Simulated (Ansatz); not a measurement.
Take CaF₂ in the fluorite structure (space group Fm-3m, No. 225; a = 5.420 Å) as the base.

The values are results of PBEsol (Ansatz, a program for electronic structure), no spin-orbit coupling, earlier PAW set, not measurements.

Before the change:

- Shortest interatomic distance: 2.347 Å

Modification: cell and atoms relaxed at a pressure of 30 GPa.

What happens to the shortest interatomic distance?

The shortest interatomic distance decreases by 0.161 Å to 2.186 Å.

Load acts through the strain it causes; cell and atoms are relaxed under it. No phonon test of stability was made. No other phases were tried under pressure.
